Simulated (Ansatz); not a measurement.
Quartz-high SiO2 (high-temperature phase) was calculated with r²SCAN (Ansatz, a quantum-chemistry and plane-wave program, PAW).

Numerical settings: plane-wave cutoff 560 eV, 12×12×6 k mesh (along the axes of the cell as run), Fermi–Dirac smearing 0.01 eV, scalar-relativistic PAW data made under PBE.

Computed at the level's own relaxed cell.

### Question
What does this level give for the band gap, smallest direct gap on the k points sampled, equilibrium lattice constant a and lattice parameter c?

### Answer

- band gap: 6.29 eV (indirect)
- smallest direct gap on the k points sampled: 6.49 eV
- equilibrium lattice constant a: 5.059 Å
- lattice parameter c: 5.541 Å

Note: symmetry holds this phase in the static calculation, where it need not be a minimum; held by symmetry at 0 K, a high-temperature phase can be a saddle point.

The computed numbers hold no vibrational or temperature effects.
